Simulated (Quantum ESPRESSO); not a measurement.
## Converging the dielectric constant against the mesh: BP (F-43m, 2 atoms in the cell)

```xyz
2
Lattice="-2.2814 0.0000 2.2814 0.0000 2.2814 2.2814 -2.2814 2.2814 0.0000" Properties=species:S:1:pos:R:3 pbc="T T T"
B      0.0000     0.0000     0.0000
P     -1.1407     1.1407     1.1407
```

Method of the run: PBE, GBRV 1.5 ultrasoft (PBE) pseudopotentials (plane waves; Quantum ESPRESSO).

Base settings: ecutwfc = 40 Ry; ecutrho = 200 Ry; occupations = smearing; smearing = fd; degauss = 0.0036749 Ry; potentials = {B: b_pbe_v1.4.uspp.F.UPF, P: p_pbe_v1.5.uspp.F.UPF}; K_POINTS = automatic 9 9 9 0 0 0; conv_thr = 1e-10 Ry.

In this ladder: occupations = fixed; smearing = default; degauss = default; nbnd = 8; ph.x.tr2_ph = 1e-14; ph.x.trans = false; ph.x.epsil = true; ph.x.zeu = true.

Only quantities that move along the ladder and can be compared are tabulated.

Core times come from one kind of shared machine, to one figure; runs under 30 s give none.

The starting cell has typed, rounded lattice constants, without a prior relaxation at this level. Its lattice was rescaled by up to half a per cent.

```csv
K_POINTS,largest Born charge (mean of the diagonal) (e),mean ε∞,core time / last (rough)
automatic 3 3 3 0 0 0,0.268,18.286,–
automatic 4 4 4 0 0 0,0.359,13.615,–
automatic 5 5 5 0 0 0,0.409,11.436,–
automatic 6 6 6 0 0 0,0.434,10.337,–
automatic 8 8 8 0 0 0,0.452,9.474,–
automatic 10 10 10 0 0 0,0.456,9.244,–
automatic 12 12 12 0 0 0,0.457,9.184,–
automatic 15 15 15 0 0 0,0.457,9.166,0.5
automatic 18 18 18 0 0 0,0.457,9.163,0.9
automatic 23 23 23 0 0 0,0.457,9.163,1
```

Coarsest K_POINTS that holds the largest Born charge (mean of the diagonal) within 0.02 e of the last step, with all finer ones: automatic 8 8 8 0 0 0; the step before is off by 0.023 e.

Coarsest K_POINTS that holds the mean ε∞ within 0.2 of the last step, with all finer ones: automatic 10 10 10 0 0 0; the step before is off by 0.31.
